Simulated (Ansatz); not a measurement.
Start from Zr in the hcp (Mg type) structure (space group P6_3/mmc, No. 194; relaxed with 0.1 eV smearing).

```
Zr
1.0
    3.24432     0.00000     0.00000
   -1.62216     2.80966     0.00000
    0.00000     0.00000     5.15800
Zr
2
Cartesian
  1.62216   0.93655   3.86850
  0.00000   1.87311   1.28950
```

Cartesian axes are those of the cell as printed.

Computed with r2SCAN (Ansatz, a program for electronic structure; PAW; 500 eV plane waves; spin-orbit coupling left out).

For the base:

* **Shortest interatomic distance**: 3.187 Å

Modification: tensor shear ε_xz = +0.86 % (engineering shear γ = 0.0172); the atoms relax in the strained cell.

Problem. What happens to the shortest interatomic distance, stress and energy relative to the base?

Solution. The shortest interatomic distance decreases by 0.0225 Å, from 3.187 Å to 3.165 Å; the stress (xx, yy, zz, yz, xz, xy; compression positive) amounts to (0.0, 0.0, 0.0, 0.0, -0.5, 0.0) GPa; the energy rises by 0.7 meV/atom.

Stability against distortions was not tested. The final runs are not spin-polarised.
